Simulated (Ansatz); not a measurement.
The starting structures come from a database of crystals and need not be the phases stable at ambient conditions.

Tunnelling through a barrier is set by its complex band structure: the current falls as exp(−2κd) with the smallest κ.

Data:

```
BaTiO3
1.0
    5.75289     0.00000     0.00000
   -2.85248     4.99590     0.00000
    0.00000     0.00000    14.01903
Ba Ti O
6 6 18
Cartesian
  2.84099   1.60369   5.65948
  0.05942   3.39222  12.66900
 -0.01599   3.26233   8.35955
  2.91640   1.73358   1.35003
  5.74600   0.00400   3.50476
 -2.84560   4.99191  10.51427
  2.83701   1.55323   9.16704
  0.06340   3.44268   2.15753
 -0.05784   3.23385   4.85199
  2.95824   1.76206  11.86150
  0.07019   0.12090   0.00000
  2.83022   4.87500   7.00952
  4.33791   0.82882  12.89611
 -1.43751   4.16708   5.88659
 -1.43113   4.17808   1.12292
  4.33153   0.81783   8.13244
  0.01308   1.64765   1.12993
  2.88733   3.34826   8.13945
  1.42436   0.82832  12.88910
  1.47604   4.16758   5.87958
  0.00305   4.83304   3.46691
  2.89736   0.16287  10.47642
  4.19558   2.39903  10.55212
 -1.29518   2.59687   3.54261
 -0.00239   1.66064   5.87678
  2.90280   3.33527  12.88629
  1.44331   0.82133   8.14225
  1.45709   4.17458   1.13274
  1.62661   2.39554  10.51427
  1.27379   2.60037   3.50476
```

The cell is taken as given; by r2SCAN it stands under a pressure of -1.6 GPa.

Transport runs along the normal of the first two printed cell vectors.

The gap is the functional's own. No spin-orbit coupling. Mid-gap values are those at the computed energy nearest the middle.

Problem. Estimate the band gap and the smallest decay constant κ at mid-gap that Ansatz (a program for electronic structure) with r2SCAN returns for this system.

Solution. Gap 2.43 eV on a 6×6×2 mesh; κ = 0.352 1/Å, at the zone centre.
